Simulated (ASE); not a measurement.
Pair distribution function (Be-S) of BeS (zinc blende), cell Be32S32, started from the crystal [in the run: it stayed crystalline; mean temperature 979 K (target 1000 K); density 2.27 g/cm³, volume +4 % from the start crystal's], from MD at 979 K. Method: the machine-learned potential CHGNet 0.3.0 (ASE). Volume per atom 15.00 Å³, mean pressure -0.1 GPa. 

(r (Å), g(r)): (1.30, 0.00); (1.34, 0.00); (1.38, 0.00); (1.42, 0.00); (1.46, 0.00); (1.50, 0.00); (1.54, 0.00); (1.58, 0.00); (1.62, 0.00); (1.66, 0.00); (1.70, 0.00); (1.74, 0.00); (1.78, 0.04); (1.82, 0.19); (1.86, 0.54); (1.90, 1.33); (1.94, 2.59); (1.98, 3.84); (2.02, 5.24); (2.06, 6.09); (2.10, 6.10); (2.14, 5.90); (2.18, 4.95); (2.22, 4.36); (2.26, 3.13); (2.30, 2.31); (2.34, 1.74); (2.38, 1.28); (2.42, 0.87); (2.46, 0.54); (2.50, 0.36); (2.54, 0.22); (2.58, 0.18); (2.62, 0.11); (2.66, 0.09); (2.70, 0.03); (2.74, 0.03); (2.78, 0.01); (2.82, 0.01); (2.86, 0.01); (2.90, 0.01); (2.94, 0.00); (2.98, 0.00); (3.02, 0.00); (3.06, 0.00); (3.10, 0.00); (3.14, 0.00); (3.18, 0.00); (3.22, 0.00); (3.26, 0.01); (3.30, 0.01); (3.34, 0.02); (3.38, 0.02); (3.42, 0.04); (3.46, 0.07); (3.50, 0.12); (3.54, 0.17); (3.58, 0.24); (3.62, 0.34); (3.66, 0.53); (3.70, 0.77); (3.74, 0.94); (3.78, 1.27); (3.82, 1.53); (3.86, 1.91); (3.90, 2.22); (3.94, 2.55); (3.98, 2.73); (4.02, 2.92); (4.06, 3.12); (4.10, 3.07); (4.14, 3.02); (4.18, 2.76); (4.22, 2.52); (4.26, 2.23); (4.30, 1.91); (4.34, 1.56); (4.38, 1.25); (4.42, 1.00); (4.46, 0.68); (4.50, 0.46); (4.54, 0.37); (4.58, 0.23); (4.62, 0.15); (4.66, 0.10); (4.70, 0.06); (4.74, 0.05); (4.78, 0.05); (4.82, 0.06); (4.86, 0.09)

From these data, give where the first shell ends and the number of neighbours in it.

g is nil from 2.8 to 3.3 Å, so any cut there serves; 4.0 S round each Be and 4.0 Be round each S in the shell, from n = 4πρ∫r²g(r)dr.
